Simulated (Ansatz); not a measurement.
BeS: response to strain

Start from BeS in the zinc blende structure (space group F-43m, No. 216).

```xyz
2
Lattice="0.0000 2.3982 2.3982 2.3982 0.0000 2.3982 2.3982 2.3982 0.0000" Properties=species:S:1:pos:R:3 pbc="T T T"
Be     0.0000     0.0000     0.0000
S      1.1991     1.1991     1.1991
```

Cartesian axes are those of the cell as printed.

Strains are applied to the cell and any free atomic positions relax.

The values are results of LDA, PAW, 420 eV (Ansatz, a first-principles code; without spin-orbit coupling), not measurements.

Notes on the quantities. energy relative to the base: free energy F.

| uniaxial strain ε_zz (%) | energy relative to the base (meV/atom) |
|---|---|
| -3 | 6.7 |
| -2.5 | 4.6 |
| -2 | 2.9 |
| -1.5 | 1.6 |
| -1 | ? |
| -0.5 | 0.2 |
| 0 | 0.0 |

Q: Fit ΔE = Aε² + Bε³ (ε in %) to the rows shown and predict the withheld row.

A: Least squares on the printed values gives A = 0.686 and B = -0.019 meV/atom (largest residual 0.0 meV/atom); this predicts 0.7 meV/atom, and the run gives 0.7 meV/atom, in agreement.

No phonon test of stability was made.
